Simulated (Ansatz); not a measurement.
Structures of equal composition on the (0001) surface of hcp Ru: a pseudomorphic layer of Ta in the host's stacking; a pseudomorphic layer of Ta in the other hollow. The slabs share one bottom face, and each structure is named by its start. These are constructed structures in small cells; real faces may alloy, dewet or reconstruct in larger ones, and not all known structures of the face are among them. Slabs of about 11 Å, Fermi-Dirac smearing of 0.1 eV. Bottom of the slabs: a bare face, its two planes held. Relaxed from the named starts with such symmetry as they have, on meshes of like density; energies extrapolated to zero smearing; spin only where a row says so; no spin-orbit coupling, no U. Brackets mark spin-polarised runs, whose order is one that fits the cell.

Calculation: PBE (plane waves to 420 eV, PAW; Ansatz, a quantum-chemistry and plane-wave program).

Task: Put the candidates in order of energy per 1x1 cell, lowest first, for PBE.

Result: a pseudomorphic layer of Ta in the host's stacking (0.000 eV), a pseudomorphic layer of Ta in the other hollow (0.035 eV)
